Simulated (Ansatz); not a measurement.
TaBr5 (C2/m, No. 12), treated with HSE06 (PAW; Ansatz, a quantum-chemistry and plane-wave program).

Numerical settings: plane-wave cutoff 460 eV, 2×2×4 k mesh (along the axes of the cell as run), Fermi–Dirac smearing 0.01 eV, scalar-relativistic PAW data made under PBE.

Cell (measured lattice):

```
TaBr5
1.0
    9.71650    -9.38750     0.00000
    9.71650     9.38750     0.00000
   -0.07752     0.00000     6.20292
Ta Br
6 30
Direct
  0.61070   0.38930   0.50000
  0.38930   0.61070   0.50000
  0.27750   0.05610   0.97910
  0.72250   0.94390   0.02090
  0.94390   0.72250   0.02090
  0.05610   0.27750   0.97910
  0.11420   0.11420   0.20340
  0.88580   0.88580   0.79660
  0.30280   0.91880   0.22100
  0.69720   0.08120   0.77900
  0.08120   0.69720   0.77900
  0.91880   0.30280   0.22100
  0.16300   0.96640   0.74360
  0.83700   0.03360   0.25640
  0.03360   0.83700   0.25640
  0.96640   0.16300   0.74360
  0.41480   0.03080   0.73780
  0.58520   0.96920   0.26220
  0.96920   0.58520   0.26220
  0.03080   0.41480   0.73780
  0.21900   0.21900   0.75440
  0.78100   0.78100   0.24560
  0.49600   0.29980   0.72710
  0.50400   0.70020   0.27290
  0.70020   0.50400   0.27290
  0.29980   0.49600   0.72710
  0.36710   0.17090   0.21430
  0.63290   0.82910   0.78570
  0.82910   0.63290   0.78570
  0.17090   0.36710   0.21430
  0.74840   0.36380   0.74460
  0.25160   0.63620   0.25540
  0.63620   0.25160   0.25540
  0.36380   0.74840   0.74460
  0.55240   0.55240   0.72940
  0.44760   0.44760   0.27060
```

Problem. Estimate the band gap and smallest direct gap on the k points sampled that the calculation returns.

Solution. 
- band gap: 2.95 eV (on the SCF k mesh)
- smallest direct gap on the k points sampled: 3.01 eV

Note: cell and atoms aren't relaxed at this level (largest force component 0.10 eV/Å, pressure 1.0 GPa).

Spin–orbit coupling is not included.

The computed numbers hold no vibrational or temperature effects.
